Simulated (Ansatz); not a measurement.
**WS2, response to strain**

The reference is WS₂ (space group P6_3/mmc, No. 194; a = 3.1147 Å, c = 11.7724 Å; layered, stacked along the Cartesian z axis). Axes: x lies along a and z along c of the hexagonal cell.

Strains are applied to the cell and any free atomic positions relax.

All numbers come from DFT with PBEsol-D3(BJ), PAW potentials and a 420 eV plane-wave cutoff in Ansatz (a quantum-chemistry and plane-wave program), no SOC.

Candidates:
(a) uniaxial strain ε_xx = +1.20 %
(b) uniaxial strain ε_xx = +0.60 %
(c) uniaxial strain ε_xx = +2.40 %
(d) uniaxial strain ε_xx = +1.80 %

Before the change:

```
Quantity               Value
-------------------  -------
Smallest direct gap  1.92 eV
```

Question: Order them by smallest direct gap, highest first.

Answer: (b) uniaxial strain ε_xx = +0.60 % (1.88 eV), (a) uniaxial strain ε_xx = +1.20 % (1.84 eV), (d) uniaxial strain ε_xx = +1.80 % (1.79 eV), (c) uniaxial strain ε_xx = +2.40 % (1.75 eV)

With W present, leaving out spin-orbit coupling can change the band edges. Stability against distortions was not tested.
